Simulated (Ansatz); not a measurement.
NH2 on the 1x1 (10-10) surface of wurtzite ZnO (cut with top plane O + Zn), one in a 2x1 cell, started at the site 'top Zn'

Host crystal: wurtzite ZnO, with a band gap (PBE, scalar-relativistic without spin-orbit coupling).

All values below come from HSE06, at the PBE geometry and the start's symmetry (plane waves to 420 eV, PAW; Ansatz, a quantum-chemistry and plane-wave program).

Set-up: 35 atoms, 9.4 Å thick at the start under the adsorbate (thin: gaps and levels are the slab's own); mesh 3x3x1; 0.01 eV smearing; dipole correction on; single point; on the structure that PBE left under its start's symmetry; spin-polarised, ending with about 1.0 μB a cell; orders that need a larger cell were not tried, no spin-orbit, no U, no dispersion correction. The program's check for a lower electronic state was not made. It is one chosen start, not shown to be the lowest state of the adsorbate.

```yaml
adsorption energy against NH3(g) − ½ H2(g) at the same level: 1.81 eV
change_of_the_step_from_the_bottom_to_the_top_vacuum_level_against_the_clean_slab: -1.38 eV
height of the binding atom over the mean of the host atoms within 0.3 Å of the top one: 1.975 Å
magnetic_moment_of_the_cell: 1.00 μB
nearest_host_atoms_of_the_binding_atom: Zn at 1.96 Å, O at 2.65 Å, O at 3.44 Å
```

A negative adsorption energy means that the adsorbate is more stable on the surface than in its reference.
